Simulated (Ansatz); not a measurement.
Consider GaCuSe2 in the chalcopyrite structure (space group I-42d, No. 122).

```yaml
crystal:
  lattice:
    - [-2.80414, 2.80414, 5.54875]
    - [2.80414, -2.80414, 5.54875]
    - [2.80414, 2.80414, -5.54875]
  atoms:
    - { symbol: Cu, position: [0.75000, 0.25000, 0.50000] }
    - { symbol: Cu, position: [0.00000, 0.00000, 0.00000] }
    - { symbol: Ga, position: [0.25000, 0.75000, 0.50000] }
    - { symbol: Ga, position: [0.50000, 0.50000, 0.00000] }
    - { symbol: Se, position: [0.12134, 0.12500, 0.49634] }
    - { symbol: Se, position: [0.62866, 0.62500, 0.50366] }
    - { symbol: Se, position: [0.37500, 0.87866, 0.00366] }
    - { symbol: Se, position: [0.87500, 0.37134, 0.99634] }
```

Computed with r2SCAN (Ansatz, a first-principles code; PAW; 500 eV plane waves; no spin-orbit coupling).

Before the change:

| Quantity | Result |
|---|---|
| Electron mass | 0.071 mₑ along c, 0.079 mₑ across (at Γ) |
| Valence-band top at Γ | 0.00, -0.11, -0.11 eV |
| Shortest interatomic distance | 2.408 Å |

Now apply this change: a hydrostatic pressure of 18 GPa.

Q: Estimate the effect on the electron mass.

A: The electron mass becomes 0.13 mₑ (at Γ) (base: 0.071 mₑ along c, 0.079 mₑ across (at Γ)).

Q: What happens to the valence-band top at Γ?

A: The valence-band top at Γ (three highest levels, from the VBM) is still 0.00, -0.11, -0.11 eV.

Q: Predict the new shortest interatomic distance.

A: The shortest interatomic distance shrinks by 0.145 Å, from 2.408 Å to 2.263 Å.

The levels and masses belong to the bands next to the band gap. Load acts through the strain it causes; cell and atoms are relaxed under it. Masses are band curvatures over ±0.01 Å⁻¹ around the edge. Stability against distortions was not tested. Competing high-pressure phases were not computed. All final runs are without spin polarisation.
